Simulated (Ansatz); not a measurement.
The structure below was relaxed with r2SCAN, PAW, 500 eV (Ansatz, a program for electronic structure; no spin-orbit coupling), earlier PAW set, at pressure 50 GPa.

Space group Fm-3m (No. 225); a = b = c = 4.8307 Å, α = β = γ = 90.00°

```
atom  site  symmetry       x       y       z
----  ----  --------  ------  ------  ------
Hf      4a      m-3m  0.0000  0.0000  0.0000
O       8c      -43m  0.2500  0.2500  0.2500
```

Problem. Write out a cell with all atoms.

Solution. 
```xyz
12
Lattice="4.8307 0.0000 0.0000 0.0000 4.8307 0.0000 0.0000 0.0000 4.8307" Properties=species:S:1:pos:R:3 pbc="T T T"
Hf     0.0000     0.0000     0.0000
O      1.2077     3.6230     3.6230
O      1.2077     1.2077     3.6230
Hf     0.0000     2.4153     2.4153
O      1.2077     1.2077     1.2077
O      1.2077     3.6230     1.2077
Hf     2.4153     0.0000     2.4153
O      3.6230     3.6230     1.2077
O      3.6230     1.2077     1.2077
Hf     2.4153     2.4153     0.0000
O      3.6230     1.2077     3.6230
O      3.6230     3.6230     3.6230
```
This is the conventional cell.

Load acts through the strain it causes; cell and atoms are relaxed under it. Stability against distortions was not tested. Competing high-pressure phases were not computed. The cell was made from HfO$_{2}$ in the fluorite structure (space group Fm-3m, No. 225) by this change: pressure 50 GPa. This is not the structure that HfO2 has at room temperature and ambient pressure.
